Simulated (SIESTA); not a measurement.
Band structure of SnTe (Fm-3m, 2 atoms in the cell).

```yaml
crystal:
  lattice:
    - [0.00000, 3.09364, 3.09364]
    - [3.09364, 0.00000, 3.09364]
    - [3.09364, 3.09364, 0.00000]
  atoms:
    - { symbol: Sn, position: [0.00000, 0.00000, 0.00000] }
    - { symbol: Te, position: [0.50000, 0.50000, 0.50000] }
```

Method of the run: SIESTA with GGA PBE, numerical atomic orbitals DZP, PseudoDojo PBE standard norm-conserving potentials (rewritten from UPF to PSML).

Settings: XC.functional = GGA; XC.authors = PBE; potentials = PseudoDojo PBE standard; PAO.BasisSize = DZP; PAO.EnergyShift = 0.01 Ry; MeshCutoff = 300 Ry; kgrid.MonkhorstPack = 5 5 5; OccupationFunction = FD; ElectronicTemperature = 10 meV; MaxSCFIterations = 150; SCF.Mixer.Method = Pulay; SCF.Mixer.Weight = 0.25; SCF.Mixer.History = 8; SCF.DM.Tolerance = 1.0E-04.

The starting cell has typed, rounded lattice constants, without a prior relaxation at this level. Its lattice was rescaled by a random factor within 2.5 % of one. Spin-orbit coupling is off. Values carry the incompleteness of an atom-centred basis.

Q: Predict the gap along the standard path and the places of the band edges.

A: The gap along the path is 0.14 eV, from L to a point between W and L; the smallest direct gap on it is 0.17 eV.

Levels in eV from the top of the valence band on the path, bands 12 to 16:
```tsv
point	12	13	14	15	16
Γ	-4.62	-2.36	-2.36	-2.36	3.52
X	-6.65	-6.12	-4.12	-4.12	2.02
W	-7.70	-5.31	-5.31	-0.92	0.85
K	-7.77	-5.69	-3.60	-2.94	3.12
L	-8.80	-2.04	-2.04	0.00	0.17
U	-7.77	-5.69	-3.60	-2.94	3.12
```

Higher empty bands are left out: an atom-centred basis made for the valence describes them poorly.
